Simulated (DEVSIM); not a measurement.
Device: Mo/SiO2/n-Si capacitor, at 300 K.

| layer (left to right) | material | thickness (nm) | Nd (cm⁻³) |
|---|---|---|---|
| 1 | SiO2 | 11.0 | - |
| 2 | Si | 4500 | 1.6e16 |

Metal gate on the left, work function 4.6 eV. Fixed charge at the semiconductor interface 5.9e10 cm⁻² (in units of +e); no interface traps.

The device is made up for the run: typed textbook-type constants, with dimensions and the other settings drawn at random. Values at 300 K.

```
parameter      SiO2       Si
-------------  ----  -------
gap (eV)          9    1.124
affinity (eV)   0.9     4.05
permittivity    3.9     11.7
Nc (cm⁻³)         -  2.86e19
Nv (cm⁻³)         -   3.1e19
```

DEVSIM, 1D Poisson equation in equilibrium, Boltzmann statistics, complete ionisation; no quantum confinement or tunnelling. Metal contacts follow the ideal Schottky-Mott rule: no Fermi-level pinning, no interface dipoles.

### Question
Tabulate band edges, carrier densities and field at 1.7 V on the gate.

### Answer
Energies count from the Fermi level of the right contact; mesh points crowd at the junctions.

| x (μm) | Ec (eV) | Ev (eV) | n (cm⁻³) | p (cm⁻³) | field (V/cm) |
|---|---|---|---|---|---|
| 0.000 | 2.000 | -7.000 | < 1e2 | < 1e2 | 1100000 |
| 0.001401 | 2.148 | -6.852 | < 1e2 | < 1e2 | 1100000 |
| 0.003980 | 2.421 | -6.579 | < 1e2 | < 1e2 | 1100000 |
| 0.007798 | 2.826 | -6.174 | < 1e2 | < 1e2 | 1100000 |
| 0.01054 | 3.116 | -5.884 | < 1e2 | < 1e2 | 1100000 |
| 0.01164 | 0.033 | -1.091 | 7.8e18 | < 1e2 | 250000 |
| 0.01405 | 0.073 | -1.051 | 1.7e18 | < 1e2 | 110000 |
| 0.02271 | 0.126 | -0.998 | 2.2e17 | 530 | 36000 |
| 0.03886 | 0.161 | -0.963 | 5.7e16 | 2000 | 13000 |
| 0.07753 | 0.185 | -0.939 | 2.2e16 | 5200 | 2800 |
| 0.1625 | 0.193 | -0.931 | 1.6e16 | 7100 | 180 |
| 0.4769 | 0.194 | -0.930 | 1.6e16 | 7300 | ≈ 0 |
| 1.099 | 0.194 | -0.930 | 1.6e16 | 7300 | ≈ 0 |
| 2.479 | 0.194 | -0.930 | 1.6e16 | 7300 | ≈ 0 |
| 3.825 | 0.194 | -0.930 | 1.6e16 | 7300 | ≈ 0 |
| 4.217 | 0.194 | -0.930 | 1.6e16 | 7300 | ≈ 0 |
| 4.386 | 0.194 | -0.930 | 1.6e16 | 7300 | ≈ 0 |
| 4.456 | 0.194 | -0.930 | 1.6e16 | 7300 | ≈ 0 |
| 4.494 | 0.194 | -0.930 | 1.6e16 | 7300 | ≈ 0 |
| 4.504 | 0.194 | -0.930 | 1.6e16 | 7300 | ≈ 0 |
| 4.509 | 0.194 | -0.930 | 1.6e16 | 7300 | ≈ 0 |
| 4.511 | 0.194 | -0.930 | 1.6e16 | 7300 | ≈ 0 |
